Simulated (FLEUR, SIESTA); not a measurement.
A FLEUR input for a self-consistent single point of LiCuO₂ (P3m1, 4 atoms in the cell) (DFT, PBEsol, all-electron FLAPW (FLEUR), scalar-relativistic valence):

Input of the input generator:

```
scf LiCuO2
&input film=f /
1.0000000000 0.0000000615 0.0000000000
-0.5000000533 0.8660253730 0.0000000000
0.0000000000 0.0000000000 1.7148453807
5.4990676955
1.0 1.0 1.0

4
3 0.0000000000 0.0000000000 0.5964800000 : 0.00
29 0.3333333333 0.6666666667 0.0274600000 : 1.00
8 0.6666666667 0.3333333333 0.7997600000 : 0.00
8 0.0000000000 0.0000000000 0.2253000000 : 0.00

&comp jspins=2 /
&exco xctyp='PBEs' /
&kpt div1=10 div2=10 div3=6 gamma=t /
&end /
```

```xml
<?xml version="1.0" encoding="UTF-8" standalone="no"?>
<fleurInput fleurInputVersion="0.39">
   <comment>
      scf LiCuO2                                                                                          
   </comment>
   <calculationSetup>
      <cutoffs Kmax="4.5" Gmax="15.8" GmaxXC="15.8" numbands="0"/>
      <scfLoop itmax="80" minDistance="0.00001" maxIterBroyd="40" imix="Anderson" alpha="0.05" precondParam="0.0" spinf="2.0"/>
      <coreElectrons ctail="T" frcor="F" kcrel="0" coretail_lmax="0"/>
      <xcFunctional name="PBEs" relativisticCorrections="F"/>
      <magnetism jspins="2"/>
      <soc l_soc="F" theta="0.0" phi="0.0" spav="F"/>
      <expertModes spex="0" secvar="F"/>
      <geometryOptimization l_f="T" forcealpha="1.0" forcemix="BFGS" epsdisp="0.00001" epsforce="0.00001"/>
      <ldaU l_linMix="F" mixParam="0.05" spinf="1.0"/>
   </calculationSetup>
   <cell>
      <bzIntegration valenceElectrons="24.0" mode="gauss" fermiSmearingEnergy="0.00183747">
         <kPointListSelection listName="default-1"/>
         <!-- k-points included here -->
         <xi:include xmlns:xi="http://www.w3.org/2001/XInclude" href="kpts.xml"> </xi:include>
      </bzIntegration>
      <!-- symmetry operations included here -->
      <xi:include xmlns:xi="http://www.w3.org/2001/XInclude" href="sym.xml"> </xi:include>
      <bulkLattice scale="1.0">
         <bravaisMatrix>
            <row-1>    5.4990676955000000     0.0000003381926633     0.0000000000000000</row-1>
            <row-2>   -2.7495341408503080     4.7623321521476383     0.0000000000000000</row-2>
            <row-3>    0.0000000000000000     0.0000000000000000     9.4300508357847690</row-3>
         </bravaisMatrix>
      </bulkLattice>
   </cell>
   <atomSpecies>
      <species name="Lithium (Li)" element="Li" atomicNumber="3">
         <mtSphere radius="1.64" gridPoints="565" logIncrement="0.017"/>
         <atomicCutoffs lmax="6" lnonsphr="4"/>
         <electronConfig flipSpins="F">
            <coreConfig>(1s1/2)</coreConfig>
            <valenceConfig>(2s1/2)</valenceConfig>
            <stateOccupation state="(2s1/2)" spinUp="0.5" spinDown="0.5"/>
         </electronConfig>
         <energyParameters s="2" p="2" d="3" f="4"/>
      </species>
      <species name="Copper (Cu1.000" element="Cu" atomicNumber="29">
         <mtSphere radius="1.80" gridPoints="621" logIncrement="0.019"/>
         <atomicCutoffs lmax="8" lnonsphr="6"/>
         <electronConfig flipSpins="F">
            <coreConfig>(1s1/2) (2s1/2) (2p1/2) (2p3/2) (3s1/2) (3p1/2) (3p3/2)</coreConfig>
            <valenceConfig>(4s1/2) (3d3/2) (3d5/2)</valenceConfig>
            <stateOccupation state="(4s1/2)" spinUp="1.0" spinDown="0.0"/>
         </electronConfig>
         <energyParameters s="4" p="4" d="3" f="4"/>
         <lo type="HELO" l="2" n="4" eDeriv="0"/>
      </species>
      <species name="Oxygen (O)" element="O" atomicNumber="8">
         <mtSphere radius="1.64" gridPoints="565" logIncrement="0.019"/>
         <atomicCutoffs lmax="6" lnonsphr="4"/>
         <electronConfig flipSpins="F">
            <coreConfig>(1s1/2)</coreConfig>
            <valenceConfig>(2s1/2) (2p1/2) (2p3/2)</valenceConfig>
            <stateOccupation state="(2p1/2)" spinUp="0.6666666667" spinDown="0.6666666667"/>
            <stateOccupation state="(2p3/2)" spinUp="1.333333333" spinDown="1.333333333"/>
         </electronConfig>
         <energyParameters s="2" p="2" d="3" f="4"/>
      </species>
   </atomSpecies>
   <atomGroups>
      <atomGroup species="Lithium (Li)">
         <relPos label="                   1">.0000000000 .0000000000 -.4035200000</relPos>
         <force calculate="T" relaxXYZ="TTT"/>
      </atomGroup>
      <atomGroup species="Copper (Cu1.000">
         <relPos label="                   2">1.000/3.000 -1.000/3.000 .0274600000</relPos>
         <force calculate="T" relaxXYZ="TTT"/>
      </atomGroup>
      <atomGroup species="Oxygen (O)">
         <relPos label="                   3">-1.000/3.000 1.000/3.000 -.2002400000</relPos>
         <force calculate="T" relaxXYZ="TTT"/>
      </atomGroup>
      <atomGroup species="Oxygen (O)">
         <relPos label="                   4">.0000000000 .0000000000 .2253000000</relPos>
         <force calculate="T" relaxXYZ="TTT"/>
      </atomGroup>
   </atomGroups>
   <output dos="F" band="F" slice="F">
      <checks vchk="F" cdinf="F"/>
      <bandDOS minEnergy="-.5*Htr" maxEnergy="0.5*Htr" sigma="0.015" storeEVData="T"/>
      <vacuumDOS vacdos="F" integ="F" star="F" nstars="0" locx1="0.0" locy1="0.0" locx2="0.0" locy2="0.0" nstm="0" tworkf="0.0"/>
      <unfoldingBand unfoldBand="F" supercellX="1" supercellY="1" supercellZ="1"/>
      <plotting iplot="0" polar="F">
         <plot TwoD="T" vec1="  1.0  0.0  0.0" vec2="  0.0  1.0  0.0" vec3="  0.0  0.0  1.0" zero="  0.0  0.0  0.0" file="plot"/>
      </plotting>
      <chargeDensitySlicing numkpt="0" minEigenval="0.0" maxEigenval="0.0" nnne="0" pallst="F"/>
      <specialOutput eonly="F"/>
      <magneticCircularDichroism mcd="F" energyLo="-10.0" energyUp="0.0"/>
   </output>
  <!-- We include the file relax.xml here to enable relaxations (see documentation) -->
  <xi:include xmlns:xi="http://www.w3.org/2001/XInclude" href="relax.xml"> <xi:fallback/> </xi:include>
</fleurInput>
```

Q: Translate this input to SIESTA.

A: This is the input that was run; spellings and numerical settings could be chosen otherwise.

```
# files in the folder: Li.psml Cu.psml O.psml (PseudoDojo PBEsol standard)
SystemName  LiCuO2
SystemLabel licuo2

NumberOfAtoms                4
NumberOfSpecies              3
%block ChemicalSpeciesLabel
  1 3 Li
  2 29 Cu
  3 8 O
%endblock ChemicalSpeciesLabel
LatticeConstant              2.909981 Ang
%block LatticeVectors
     1.000000000    0.000000000    0.000000000
    -0.500000172    0.866025586    0.000000000
     0.000000000    0.000000000    1.714845561
%endblock LatticeVectors
AtomicCoordinatesFormat      Fractional
%block AtomicCoordinatesAndAtomicSpecies
     0.000000000    0.000000000    0.596480000  1
     0.333333000    0.666667000    0.027460000  2
     0.666667000    0.333333000    0.799760000  3
     0.000000000    0.000000000    0.225300000  3
%endblock AtomicCoordinatesAndAtomicSpecies

XC.functional                GGA
XC.authors                   PBEsol
PAO.BasisSize                DZP
PAO.EnergyShift              0.01 Ry
PAO.Polarization.NonPerturbative true
MeshCutoff                   350 Ry
%block kgrid.MonkhorstPack
   10   0   0  0.0
    0  10   0  0.0
    0   0   6  0.0
%endblock kgrid.MonkhorstPack
OccupationFunction           MP
OccupationMPOrder            0
ElectronicTemperature        0.05 eV
Spin                         polarized
%block DM.InitSpin
  1 +0.00
  2 +1.00
  3 +0.00
  4 +0.00
%endblock DM.InitSpin

MaxSCFIterations             150
SCF.Mixer.Method             Broyden
SCF.Mixer.Weight             0.1
SCF.Mixer.History            8
SCF.DM.Tolerance             1.0E-04
Diag.ParallelOverK           true
WriteForces                  true
Charge.Mulliken              end
```

Basis settings and potentials, where a program has them, do not carry over. This input uses DFT, GGA PBEsol, numerical atomic orbitals DZP, PseudoDojo PBEsol standard norm-conserving potentials (rewritten from UPF to PSML).

The starting cell comes from a database of computed structures (which also holds hypothetical and non-ambient phases and stackings), without a prior relaxation at this level. Its lattice was rescaled by a random factor within 2.5 % of one.
